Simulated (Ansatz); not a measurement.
System: antifluorite Be2C. Method: Hartree–Fock (Ansatz, an electronic-structure program, plane waves, PAW).

Numerical settings: plane-wave cutoff 460 eV, 10×10×10 k mesh, Fermi–Dirac smearing 0.01 eV, scalar-relativistic PAW data made under PBE.

Properties against volume:

```tsv
V (Å³/atom)	P (GPa)	direct gap at Γ (eV)	smallest gap on the k mesh (eV)
6.502	11.73	11.666	7.910
6.707	4.39	11.559	7.858
6.845	-0.04	11.489	7.823
7.016	-5.02	11.402	7.779
7.187	-9.49	11.317	7.736
```

The fundamental gap (7.82 eV at the equilibrium volume, on the SCF mesh) lies elsewhere than Γ–Γ.
